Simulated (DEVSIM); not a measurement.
Device: illuminated Si n-on-p cell, one wavelength, with a back-surface field, at 300 K.

| layer (left to right) | material | thickness (μm) | Nd (cm⁻³) | Na (cm⁻³) | τn (s) | τp (s) | absorption coefficient (cm⁻¹) |
|---|---|---|---|---|---|---|---|
| 1 | Si | 0.940 | 1e19 | - | 1.4e-6 | 9.9e-8 | 170 |
| 2 | Si | 30.0 | - | 1.1e15 | 3.4e-6 | 3.4e-6 | 170 |
| 3 | Si | 0.280 | - | 6.1e18 | 3.4e-6 | 3.4e-6 | 170 |

Left contact: ohmic, minority hole recombination velocity 4000 cm/s. Right contact: ohmic, minority electron recombination velocity 3e5 cm/s. Voltage is applied to the left contact. Recombination: SRH at mid-gap, radiative, Auger. Gap narrowing is on: ΔEg = 6.92 meV × (l + √(l² + 0.5)), l = ln(N/1.3e17 cm⁻³), shared equally by both band edges. Light enters at the left, 2.7e16 photons cm⁻² s⁻¹, one pass, no reflection. Mobility is μmin + (μ − μmin)/(1 + (N/Nref)^α).

This is a model device: material constants are rounded textbook-type values typed into the input, and sizes, dopings and lifetimes were drawn at random. Values at 300 K.

```tsv
parameter	Si
gap (eV)	1.124
affinity (eV)	4.05
permittivity	11.7
Nc (cm⁻³)	2.86e19
Nv (cm⁻³)	3.1e19
μn (cm²/Vs)	1417
μp (cm²/Vs)	470
μn,min	52
μp,min	45
Nref,n	9.7e16
Nref,p	2.2e17
αn	0.68
αp	0.72
B (cm³/s)	4.7e-15
Cn (cm⁶/s)	2.8e-31
Cp (cm⁶/s)	9.9e-32
```

Simulated with DEVSIM: 1D drift-diffusion, Boltzmann statistics, complete ionisation; no tunnelling, impact ionisation, image-force lowering or self-heating.

Base results: dark forward voltage at 1 A/cm² (V) 0.682; short-circuit current (mA/cm²) 1.73; share of generated pairs collected at short circuit 0.969; open-circuit voltage (V) 0.477.

Task: What follows from this one change: doping Na of layer 3 6.1e+18 → 6.1e+17 cm^-3?

Result: dark forward voltage at 1 A/cm² 0.682 → 0.650 V; short-circuit current 1.73 → 1.70 mA/cm²; share of generated pairs collected at short circuit 0.969 → 0.952; open-circuit voltage 0.477 → 0.466 V.

Task: What follows from this one change: thickness of layer 1 0.94 → 1.6 μm?

Result: dark forward voltage at 1 A/cm² little changed (0.682 V); short-circuit current 1.73 → 1.74 mA/cm²; share of generated pairs collected at short circuit 0.969 → 0.959; open-circuit voltage little changed (0.477 V).

Task: What follows from this one change: constant mobility in place of the doping-dependent one?

Result: dark forward voltage at 1 A/cm² 0.682 → 0.663 V; short-circuit current little changed (1.73 mA/cm²); share of generated pairs collected at short circuit little changed (0.969); open-circuit voltage 0.477 → 0.472 V.
